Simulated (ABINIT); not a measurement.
A working ABINIT input for MgI₂ (P1, 3 atoms in the cell) (DFT, PBEsol, plane waves, PAW (JTH v2.0 PBE PAW, files made for PBE)):

```
# MgI2, JTH v2.0 PBE PAW
pp_dirpath "./"
pseudos "Mg.GGA_PBE-JTH.xml, I.GGA_PBE-JTH.xml"
acell 4.1956800000 4.1956795963 7.1057300000 Angstrom
rprim
         1.0000000000    0.0000000000    0.0000000000
        -0.5000000481    0.8660253760    0.0000000000
         0.0000000000    0.0000000000    1.0000000000
natom 3
ntypat 2
znucl 12 53
typat 1 2 2
xred
         0.0009610000    0.0088710000    0.0025250000
         0.3298410000    0.6622130000    0.2316860000
         0.6691980000    0.3289160000    0.7657890000
ecut 20
pawecutdg 40
pawxcdev 0
ixc -116133
occopt 1
nband 14
kptopt 1
ngkpt 5 5 3
nshiftk 1
shiftk 0 0 0
nstep 80
tolvrs 1.0e-10
prtwf 0
prtden 0
```

The run converged in 20 iterations: free energy E − TS -2364.93 eV; top of the valence band (on the code's own zero) -3.85 eV; gap on the k-point mesh 3.59 eV; pressure -0.69 GPa; largest force (vector length) 0.202 eV/Å. Each of these slips is then made, one at a time:

(1)
```diff
-typat 1 2 2
+typat 1 2
```

(2)
```diff
-pawecutdg 40
```

(3)
```diff
-xred
+xcart
```

Question: What happens in each case?

Answer: 
(1) A list of atom types shorter than the atom count. The program stopped before any SCF iteration.
```
An error occurred reading data for keyword ` TYPAT`,
looking for 3 elements.
There is a problem with the input string:
XRED 0.0009610000 0.0088710000 0.0025250000 0.3298410000 0.6622130000 0.2316860000 0.6691980000 0.3289160000 0.7657890000 ECUT 20 PAWECUTDG 40 PAWXCDEV 0 IXC -116133 OCCOPT 1 NBAND 14 KPTOPT 1 NGKPT 5 5 3 NSHIFTK 1 SHIFTK 0 0 0 NST [...]
```

(2) No cutoff for the fine PAW grid. The program stopped before any SCF iteration, with the message: The value of (paw)ecutdg is zero or negative, which is forbidden..

(3) Fractional and Cartesian coordinates mixed up. The program stopped before any SCF iteration.
```
PAW SPHERES ARE OVERLAPPING!
There are     3 pairs of overlapping atoms.
The maximum overlap percentage is obtained for the atoms   1 and   2.
| Distance between atoms   1 and   2 is  :   0.76651
| PAW radius of the sphere around atom   1 is:   1.90158
| PAW radius of the sphere around atom   2 is:   2.30022
| This leads to a (voluminal) overlap ra [...]
```

The starting cell comes from a database of computed structures (which also holds hypothetical and non-ambient phases and stackings), without a prior relaxation at this level. Its atoms were displaced at random from the sites of space group no. 164. Spin-orbit coupling is off. The potentials were made for another functional than the one used.

Left out of this page: 4 runs of the series outside the window shown, repeating another row's setting, or not comparable.
